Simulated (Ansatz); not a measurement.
Base system: WS$_{2}$ (space group P6_3/mmc, No. 194; a = 3.1540 Å, c = 12.1415 Å; layered, stacked along the Cartesian z axis).

Perturbation: 1.05 holes added to each cell, a density of 1.0×10^22 cm⁻³, with a uniform compensating background at fixed cell and a 300 K Fermi–Dirac width.

Computed with PBE-D3(BJ) (Ansatz, a quantum-chemistry and plane-wave program), no spin-orbit coupling.

Base, band edges from the VBM (valence, conduction): K -0.57, 1.26; H -0.71, 1.26; M -1.57, 2.27; L -1.66, 2.29; A -0.31, 2.24; Γ 0.00, 2.25 eV.

Question: Give the band edges at the high-symmetry points of the new zone, measured from its valence-band maximum.

Answer: 
```
point  valence edge (eV)  conduction edge (eV)
-----  -----------------  --------------------
Γ                   0.00                  2.28
M                  -1.54                  2.13
K                  -0.62                  1.17
A                  -0.29                  2.27
L                  -1.62                  2.15
H                  -0.75                  1.17
```

The gap is 0.95 eV, indirect, Γ → K–Γ (47 % along).

Carriers are added with a uniform compensating background; total energy and stress of such cells depend on the potential's zero and are not compared; many-body gap narrowing is missing at this level. Spin-orbit coupling, missing from the scalar runs, can matter with W. No phonon test of stability was made.
